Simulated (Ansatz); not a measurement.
A periodic model of amorphous In9Ga9Zn9O39B2:

```xyz
68
Lattice="9.0147 -0.1000 0.0193 -0.1000 9.7776 0.1479 0.0193 0.1479 9.7231" Properties=species:S:1:pos:R:3 pbc="T T T"
In     0.6757     3.1435     1.8212
In     5.4091     1.6395     6.3263
In     5.3024     7.4898     9.8411
In     2.1052     6.8445     9.4822
In     8.3130     7.9960     1.2841
In     2.5212     1.4974     4.4112
In     3.4673     4.7234     2.3853
In     7.6582     5.9766     7.3459
In     4.9283     9.2797     3.1859
Ga     2.2817     7.5934     3.4477
Ga     2.5362     2.4806     7.9418
Ga     7.3101     9.0591     7.6281
Ga     8.3023     3.3566     4.7443
Ga     1.9571     0.1810     1.0089
Ga     4.7812     4.9689     7.9455
Ga     8.7815     6.0808     4.1256
Ga     4.9338     6.4085     5.0090
Ga     4.6515     1.1650     9.6658
Zn     2.2750     4.6821     5.5652
Zn     6.7857     4.3820     0.8307
Zn     7.4138     1.2378     1.6267
Zn     3.8080     9.0050     7.4275
Zn     8.6244     9.6638     3.7938
Zn     7.5241     2.5800     8.3707
Zn     0.1670     1.4817     6.3957
Zn     1.1391     8.0553     6.2716
Zn     5.6492     2.5782     3.1456
O      7.0917     9.1811     2.6348
O      2.7530     9.4111     2.7431
O      8.2294     7.8381     6.5609
O      2.4459     6.4588     1.9509
O      4.0726     5.9103     9.4149
O      0.4301     5.6896     8.5496
O      4.6795     1.3398     4.3311
O      6.5477     4.6769     8.5919
O      7.5542     2.0320     3.5789
O      1.1319     2.9464     5.3457
O      7.9332     2.8271     0.5965
O      2.5333     2.8661     2.7680
O      0.8218     3.3091     8.1195
O      8.8975     4.4365     3.2028
O      7.1782     7.9442     9.1560
O      3.9426     7.9475     4.5558
O      3.9257     4.9370     4.4860
O      5.3810     1.1052     1.6075
O      6.5690     6.4511     3.9527
O      5.1497     7.2410     2.2021
O      3.1848     1.2071     6.6931
O      5.3814     4.1040     2.0877
O      0.9655     0.1381     5.0867
O      1.0739     8.4919     0.3030
O      2.4896     7.6731     7.5498
O      1.5387     6.4987     4.9397
O      8.2134     5.0536     5.5934
O      2.8080     1.6547     9.6441
O      0.2693     7.7883     3.1908
O      5.4778     6.2554     6.7611
O      8.4079     0.7220     8.0314
O      0.4802     0.9553     1.8567
O      3.3860     4.0086     7.2245
O      5.4874     2.1756     8.4037
O      4.1428     9.1488     9.4779
O      7.3344     2.5256     6.2580
O      1.7100     4.3079     0.3190
O      5.6519     9.3749     6.8442
O      7.2045     6.1965     1.6352
B      6.2950     6.5796     2.6246
B      0.9626     4.4508     8.8919
```

Computed with PBE, scalar-relativistic without spin-orbit coupling (plane waves to 420 eV, PAW; Ansatz, a first-principles code).

It comes from a melt-quench run on a machine-learned potential (CHGNet), relaxed afterwards by DFT. O atoms were pushed apart under 1.9 Å during the dynamics, to hinder bonds among them. The hot cell started wider than the set density and was brought back towards it in steps. It is the lowest in DFT energy of 2 quenches. It is a model cell: composition and starting density were chosen by hand, and all elements were melted together. No dispersion term was used. Its density started from a set value of 5.61 and ended at 5.61 g/cm³. Cooling (nominally 320 K/ps over its main leg) ran many orders faster than in experiment, which tends to leave more defects and strain. Values belong to this one cell and scatter from quench to quench. The volume was held where the preparation left it and the shape relaxed, at a PBE pressure of 2.0 GPa. Stress components on the final sampling reach 2.1 GPa.

Cut-offs for bonds: In-In 3.12 Å, In-Ga 2.90 Å, In-Zn 2.90 Å, In-O 2.50 Å, In-B 2.49 Å, Ga-Ga 2.68 Å, Ga-Zn 2.68 Å, Ga-O 2.40 Å, Ga-B 2.27 Å, Zn-Zn 2.68 Å, Zn-O 2.60 Å, Zn-B 2.27 Å, O-O 1.58 Å, O-B 1.80 Å, B-B 1.97 Å. Two cations that share two anions don't count as bonded, nor two that share one unless they lie closer than In-In 3.04 Å, In-Ga 2.82 Å, In-Zn 2.82 Å, In-B 2.42 Å, Ga-Ga 2.61 Å, Ga-Zn 2.61 Å, Ga-B 2.20 Å, Zn-Zn 2.61 Å, Zn-B 2.20 Å, B-B 1.80 Å.

**Question.** Give the coordination numbers, mean bond lengths and angles.

**Answer.** 
```yaml
Mean coordination of In by anions: 5.00 (2 with 4, 5 with 5, 2 with 6)
Mean coordination of Ga by anions: 4.33 (6 with 4, 3 with 5)
Mean coordination of Zn by anions: 4.56 (5 with 4, 3 with 5, 1 with 6)
Mean coordination of O: 3.36 (25 with 3, 14 with 4)
Mean coordination of B by anions: 3.00 (2 with 3)
Mean In-O bond: 2.166 Å (spread 0.089 Å, 45 counted)
Mean Zn-O bond: 2.076 Å (spread 0.150 Å, 41 counted)
Mean Ga-O bond: 1.916 Å (spread 0.077 Å, 39 counted)
Mean O-B bond: 1.385 Å (spread 0.011 Å, 6 counted)
Bond angle at In: mean 105.3°, spread 26.8°
Bond angle at Ga: mean 108.1°, spread 19.0°
Bond angle at Zn: mean 106.7°, spread 26.5°
Bond angle at O: mean 111.9°, spread 17.1°
Bond angle at B: mean 119.9°, spread 3.3°
```

**Question.** List the pairs of like atoms that count as bonded by the rules above.

**Answer.** There are none by these rules.
